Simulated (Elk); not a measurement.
# Input and output of a self-consistent single point for VS (P6_3/mmc, 4 atoms in the cell) (Elk)

Method of the run: PBEsol, all-electron FP-LAPW, Elk's shipped species files, APW+lo basis with extra local orbitals (Elk).

The input file:

```
tasks
  0

xctype
  22

rgkmax
  8.0

gmaxvr
  16.0

nxlo
  2

lorbcnd
  .true.

lmaxi
  3

swidth
  0.00367493

maxscl
  100

scale
  5.990053515

avec
    1.0000000000    0.0000000137    0.0000000000
   -0.5000000119    0.8660253969    0.0000000000
    0.0000000000    0.0000000000    1.9329706488

atoms
  2
  'V.in'
  2
  0.0000000000  0.0000000000  0.0000000000    0.0 0.0 0.0
  0.0000000000  0.0000000000  0.5000000000    0.0 0.0 0.0
  'S.in'
  2
  0.6666666667  0.3333333333  0.2500000000    0.0 0.0 0.0
  0.3333333333  0.6666666667  0.7500000000    0.0 0.0 0.0

ngridk
  10 10 5
```

Output, abridged:

```
│ Elk code version 10.2.4 │

All units are atomic (Hartree, Bohr, etc.)

│ Ground-state run starting from atomic densities │

Lattice vectors :
   5.990053515      0.8206373316E-07   0.000000000
  -2.995026829       5.187538473       0.000000000
   0.000000000       0.000000000       11.57859763

Unit cell volume      :    359.7890970
Brillouin zone volume :   0.6894322689

Muffin-tin inner radius fraction :   0.1000000000E-01

Nuclei treated as point charges

Species :    1 (V)
 parameters loaded from : V.in
 name : vanadium
 nuclear charge    :   -23.00000000
 electronic charge :    23.00000000
 atomic mass :    92860.67375
 muffin-tin radius :    2.326906906
 number of radial points in muffin-tin :    497
 atomic positions (lattice), magnetic fields (Cartesian) :
   1 :   0.00000000  0.00000000  0.00000000    0.00000000  0.00000000  0.00000000
   2 :   0.00000000  0.00000000  0.50000000    0.00000000  0.00000000  0.00000000

Species :    2 (S)
 parameters loaded from : S.in
 name : sulphur
 nuclear charge    :   -16.00000000
 electronic charge :    16.00000000
 atomic mass :    58450.91926
 muffin-tin radius :    2.132997997
 number of radial points in muffin-tin :    397
 atomic positions (lattice), magnetic fields (Cartesian) :
   1 :  -0.33333333  0.33333333  0.25000000    0.00000000  0.00000000  0.00000000
   2 :   0.33333333 -0.33333333 -0.25000000    0.00000000  0.00000000  0.00000000

Total number of atoms per unit cell :    4

Spin treatment :
 spin-unpolarised

Number of Bravais lattice symmetries :   24
Number of crystal symmetries         :   24
Crystal has inversion symmetry
Real symmetric eigensolver will be used

k-point grid :     10    10     5
k-point offset :    0.000000000       0.000000000       0.000000000
k-point set is reduced with full crystal symmetry group
Total number of k-points :       42

Muffin-tin radius times maximum |G+k| :    8.000000000
 using average radius
Maximum |G+k| for APW functions       :    3.587520440
Maximum (1/2)|G+k|²                   :    6.435151455
Maximum |G| for potential and density :    16.00000000
 potential will be trimmed for |G| > 2 gkmax
Constant for pseudocharge density :    9
Radial integration step length :    4

G-vector grid sizes :     32    32    60
Number of G-vectors :    24959

Maximum angular momentum used for
 APW functions                      :    8
 outer part of muffin-tin           :    6
 inner part of muffin-tin           :    3

Total nuclear charge    :   -78.00000000
Total core charge       :    40.00000000
Total valence charge    :    38.00000000
Total excess charge     :    0.000000000
Total electronic charge :    78.00000000

Effective Wigner radius, rₛ :    1.032654231

Number of empty states         :   16
Total number of valence states :   35
Total number of core states    :   40

Conduction state local-orbitals added automatically
Total number of local-orbitals :  288

Exchange-correlation functional :     22     0     0
 PBEsol, Phys. Rev. Lett. 100, 136406 (2008)
 gradient requirement :    1
 generalised gradient approximation (GGA)

Smearing type :    3
 Fermi-Dirac
Smearing width :   0.3674930000E-02
Effective electronic temperature (K) :    1160.451112

Mixing type :    3
 Broyden mixing, J. Phys. A: Math. Gen. 17, L317 (1984)

Kohn-Sham potential initialised from atomic data

│ Self-consistent loop started │
│ Loop number : 1 │
 total energy                :     -2700.39200559
│ Loop number : 2 │
 total energy                :     -2700.45159488
RMS change in Kohn-Sham potential (target) :   0.3297317445     (  0.1000000000E-05)
Absolute change in total energy (target)   :   0.5958928949E-01 (  0.1000000000E-03)
│ Loop number : 3 │
 total energy                :     -2699.97843934
RMS change in Kohn-Sham potential (target) :   0.3199289744     (  0.1000000000E-05)
Absolute change in total energy (target)   :   0.4582582214     (  0.1000000000E-03)
│ Loop number : 4 │
 total energy                :     -2697.33015867
RMS change in Kohn-Sham potential (target) :   0.1551261417     (  0.1000000000E-05)
Absolute change in total energy (target)   :    2.762845225     (  0.1000000000E-03)
│ Loop number : 5 │
 total energy                :     -2695.23734003
RMS change in Kohn-Sham potential (target) :   0.5412437847E-01 (  0.1000000000E-05)
Absolute change in total energy (target)   :    2.783529940     (  0.1000000000E-03)
│ Loop number : 6 │
 total energy                :     -2694.35955494
RMS change in Kohn-Sham potential (target) :   0.1420176049E-01 (  0.1000000000E-05)
Absolute change in total energy (target)   :    1.573667580     (  0.1000000000E-03)
│ Loop number : 7 │
 total energy                :     -2694.05268253
RMS change in Kohn-Sham potential (target) :   0.4856413489E-03 (  0.1000000000E-05)
Absolute change in total energy (target)   :   0.7002893036     (  0.1000000000E-03)
│ Loop number : 8 │
 total energy                :     -2694.04278492
RMS change in Kohn-Sham potential (target) :   0.3231683289E-03 (  0.1000000000E-05)
Absolute change in total energy (target)   :   0.1849699328     (  0.1000000000E-03)
│ Loop number : 9 │
 total energy                :     -2694.05396422
RMS change in Kohn-Sham potential (target) :   0.1364536612E-03 (  0.1000000000E-05)
Absolute change in total energy (target)   :   0.3506318124E-01 (  0.1000000000E-03)
│ Loop number : 10 │
 total energy                :     -2694.04805794
RMS change in Kohn-Sham potential (target) :   0.4484251403E-04 (  0.1000000000E-05)
Absolute change in total energy (target)   :   0.1467207514E-01 (  0.1000000000E-03)
│ Loop number : 11 │
 total energy                :     -2694.05031640
RMS change in Kohn-Sham potential (target) :   0.3526461994E-05 (  0.1000000000E-05)
Absolute change in total energy (target)   :   0.1409566531E-02 (  0.1000000000E-03)
│ Loop number : 12 │
 total energy                :     -2694.05044652
RMS change in Kohn-Sham potential (target) :   0.1411514802E-05 (  0.1000000000E-05)
Absolute change in total energy (target)   :   0.2222686653E-03 (  0.1000000000E-03)
│ Loop number : 13 │
 total energy                :     -2694.05045897
RMS change in Kohn-Sham potential (target) :   0.8238389593E-06 (  0.1000000000E-05)
Absolute change in total energy (target)   :   0.4312140527E-04 (  0.1000000000E-03)
Convergence targets achieved

│ Loop number : 14 │

Energies :
 Fermi                       :     0.408481871057
 sum of eigenvalues          :     -1542.93615120
 electron kinetic            :      2716.34557833
 core electron kinetic       :      2522.86243176
 Coulomb                     :     -5271.27814262
 Coulomb potential           :     -4077.51148728
 nuclear-nuclear             :     -393.363000395
 electron-nuclear            :     -5678.31879717
 Hartree                     :      800.403654947
 Madelung                    :     -3232.52239898
 xc potential                :     -181.770242247
 exchange                    :     -135.300198170
 correlation                 :     -3.81371354018
 electron entropic           :    -0.396561195992E-02
 total energy                :     -2694.05044162

Density of states at Fermi energy :    90.16864163
 (states/Hartree/unit cell)

Estimated indirect band gap :   0.5159501582E-03
 from k-point     16 to k-point     27
Estimated direct band gap   :   0.8088547178E-02
 at k-point     32

Charges :
 core                        :    40.00000000
 valence                     :    38.00000000
 interstitial                :    5.825690370
 muffin-tins (core leakage)
  species :    1 (V)
   atom    1                 :    21.58810745     (  0.2527311693E-09)
   atom    2                 :    21.58810745     (  0.2527311693E-09)
  species :    2 (S)
   atom    1                 :    14.49904737     (  0.1115371348E-03)
   atom    2                 :    14.49904737     (  0.1115371348E-03)
 total in muffin-tins        :    72.17430963
 total calculated charge     :    77.99857568
 total charge                :    78.00000000
 error                       :   0.1424323855E-02

│ Self-consistent loop stopped │
```

The run converged in 14 iterations. The count includes the last loop, which Elk runs after its targets are met.

The starting cell comes from a database of computed structures (which also holds hypothetical and non-ambient phases and stackings), without a prior relaxation at this level. Spin polarisation is off, so a magnetic state, if there is one, cannot be reached. Values depend on the basis (sphere radii, cutoffs, local orbitals), which need not be converged. The log's line on a gap gives a spacing of levels on this mesh, which the program prints for metals too.
